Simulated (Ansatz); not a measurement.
Cl on the 1x1 (111) surface of fcc Al, one in a 2x2 cell, energies for each (28.3 Å²). Energies are against ½ Cl2(g), without zero-point or thermal terms; each row is named by its start.

Level of theory: PBE (plane waves to 420 eV, PAW; Ansatz, a quantum-chemistry and plane-wave program).

Q: Which site binds most strongly?
A) top Al
B) hollow Al-Al-Al over Al at depth 2.3 Å
C) hollow Al-Al-Al over Al at depth 4.6 Å
D) bridge Al-Al (span 2.9 Å)

A: A, top Al. Adsorption energies: top Al -2.04 eV; bridge Al-Al (span 2.9 Å) -1.92 eV; hollow Al-Al-Al over Al at depth 4.6 Å -1.84 eV; hollow Al-Al-Al over Al at depth 2.3 Å -1.81 eV.
